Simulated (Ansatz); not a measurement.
InGaN2 (P3m1, No. 156, 4 atoms in the cell; start mp-1223660) was calculated with PBE0 (Ansatz, an electronic-structure program, plane waves, PAW).

The input as run:

Ansatz 0.2 input:
```yaml
crystal:
  lattice:
    - [3.3534108911, 0.0, 0.0]
    - [-1.6767054456, 2.904139021, 0.0]
    - [0.0, 0.0, 5.4998277158]
  atoms:
    - { symbol: In, position: [0.0, 0.0, 0.9971093896] }
    - { symbol: Ga, position: [0.6666666667, 0.3333333333, 0.4959170923] }
    - { symbol: N, position: [0.6666666667, 0.3333333333, 0.1460136825] }
    - { symbol: N, position: [0.0, 0.0, 0.6025598357] }
basis:
  ecutwfc: 460
  ecutrho_ratio: 4
  xc_grid: 2
kpoints:
  mp_grid: { grid: [9, 9, 6] }
hamiltonian:
  xc: pbe0
  dispersion: none
  pseudopotentials: { kind: paw }
scf:
  occupations: { method: fermi_dirac, width: 0.01 }
  convergence: { dr2_threshold: 0.0000000004 }
output:
  forces: true
  stress: true
  eigenvalues: true
```

Excerpt of the program's output:

```
WARN output.stress: scf.exx.energy_threshold = 1e-6 eV is looser than the 4e-8 eV advised for a stress under a hybrid functional (1e-8 eV for each atom of the …
Crystal: 4 atoms, lattice volume = 53.562 Å³
Basis set: ecut = 460 eV, 1189 PW (Γ), exchange–correlation on 48×48×80 points (8 copies of the dense FFT grid, shifted against one another)
Bands: 22, of which v1, the nominal top of the filled ones, is band 18 counted from 1 (17 counted from 0)
Symmetry: 6 space group operations
Space group: P3m1 (ITA 156), of the structure as read, at distance tolerance 3.8e-5 Å
k-points: 62 of 486 (time reversal used)
Functional: x = pbe(κ = 0.804, μ = 0.2195149727645171), c = pbe(β = 0.06672455060314922), warm-up for x = 0.75 pbe(κ = 0.804, μ = 0.2195149727645171) + 0.25 exact, c = pbe(β = 0.06672455060314922)
SCF iter   1: F=—  HF=-10149.224983 eV  |F-HF|=—  |Δ(HF+E_count)|=         —  Δρ=2.27e-3  dr2=3.27e-3
SCF iter   2: F=—  HF=-10149.226054 eV  |F-HF|=—  |Δ(HF+E_count)|=   1.07e-3  Δρ=8.12e-4  dr2=3.72e-4
  ...
Crystal: 4 atoms, lattice volume = 53.562 Å³
Initial density: handed on by an earlier stage of this run
Functional: x = 0.75 pbe(κ = 0.804, μ = 0.2195149727645171) + 0.25 exact, c = pbe(β = 0.06672455060314922)
Crystal: 4 atoms, lattice volume = 53.562 Å³
SCF iter   6: F=—  HF=-10152.985635 eV  |F-HF|=—  |Δ(HF+E_count)|=   1.92e-9  Δρ=1.03e-6  dr2=7.05e-10
SCF iter   7: F=-10152.985635 eV  HF=-10152.985635 eV  |F-HF|=1.09e-11  |Δ(HF+E_count)|=  1.38e-10  Δρ=2.48e-7  dr2=1.82e-10
SCF 3 converged in 7 iterations: F = -10152.985635 eV  dr2 = 1.82e-10
Free energy (F): -10152.985635 eV
Internal energy: -10152.985635 eV  (E = F + TS)
E sigma→0 (E₀):  -10152.985635 eV
Fermi energy:    9.714196 eV
--- Forces (eV/Å), atoms counted from 1 ---
  atom   1  In     0.00000000     0.00000000     0.10806841
  atom   2  Ga     0.00000000    -0.00000000    -0.06677849
  atom   3  N     -0.00000000     0.00000000    -0.12280981
  atom   4  N      0.00000000     0.00000000     0.08157033
--- Stress (GPa, compression-positive) ---
       -0.198162      -0.000000       0.000000
       -0.000000      -0.198162       0.000000
        0.000000       0.000000      -0.700437
  P = ⅓ Tr σ = -0.3656 GPa (-3.656 kbar)
```

The PAW data were made under PBE.

Note: cell and atoms aren't relaxed at this level (largest force component 0.12 eV/Å, pressure -0.4 GPa).

The result took very roughly 4 core-minutes.

A start named mp-… is a Materials Project structure, which need not be a measured phase.
